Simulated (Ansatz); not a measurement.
The starting structures come from a database of crystals and need not be the phases stable at ambient conditions.

By PBEsol, the system below comes out a metal.

Consider the following.

```yaml
crystal:
  lattice:
    - [2.82708, 0.00000, 0.00000]
    - [0.00000, 9.18599, 0.00000]
    - [1.41354, 0.00000, 2.44832]
  atoms:
    - { symbol: Al, position: [0.00000, 0.00000, 0.00000] }
    - { symbol: Al, position: [0.00000, 0.50000, 0.00000] }
    - { symbol: Al, position: [0.33333, 0.75000, 0.33333] }
    - { symbol: Al, position: [0.66667, 0.25000, 0.66667] }
```

The cell is taken as given; by PBEsol it stands under a pressure of 1.8 GPa.

The current flows along the normal of the first two printed cell vectors, the (100) plane of the conventional cell. No spin-orbit coupling; the value is a mean over 0.1 eV about the Fermi level.

Q: Compute, with PBEsol (Ansatz, a quantum-chemistry and plane-wave program), the ballistic conductance per area.

A: 1.3 × 10¹⁵ S/m² for both spins.
